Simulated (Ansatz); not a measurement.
# PdTe2 (model structure, started from the CdCl2 type, R-3m, No. 166, 3 atoms in the cell): lattice parameter a by level of theory

No measured value is used here.

Put these levels in order of the lattice parameter a that they give for PdTe2 (model structure, started from the CdCl2 type, R-3m, No. 166, 3 atoms in the cell), smallest first: LDA (Ansatz, a first-principles code), PBE (Ansatz), PBEsol (Ansatz).

LDA (3.885 Å), PBEsol (3.922 Å), PBE (4.025 Å)

Ansatz's density-functional and Hartree–Fock values are scalar-relativistic unless marked +SOC, with PAW data made under PBE.

A model structure was made by putting elements into a prototype or built by hand; it is no filed structure, need not be a known phase, and can be a saddle point held by its symmetry.
